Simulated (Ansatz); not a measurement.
The starting structures come from a database of crystals and need not be the phases stable at ambient conditions.

Inside the gap of an insulator the Bloch states are evanescent, with a wavenumber k + iκ along the transport direction.

Input:

```
BeTe
1.0
    4.08437     0.00000     0.00000
   -2.04219     3.53717     0.00000
    2.04219    -1.17906     3.33488
Be Te
1 1
Direct
  0.00000   0.00000   0.00000
  0.75000   0.25000   0.75000
```

The cell is strained (all lengths scaled by 1.02); by r2SCAN it stands under a pressure of -3.3 GPa.

Transport runs along the normal of the first two printed cell vectors, the (111) plane of the conventional cell.

The gap is the functional's own, uncorrected, and κ follows it; spin-orbit coupling is left out. Mid-gap means the computed energy nearest the middle.

Predict the band gap and the smallest decay constant κ at mid-gap from r2SCAN (Ansatz, a quantum-chemistry and plane-wave program).

Gap 2.52 eV on a 10×10×10 mesh; κ = 0.164 1/Å, at the zone centre.
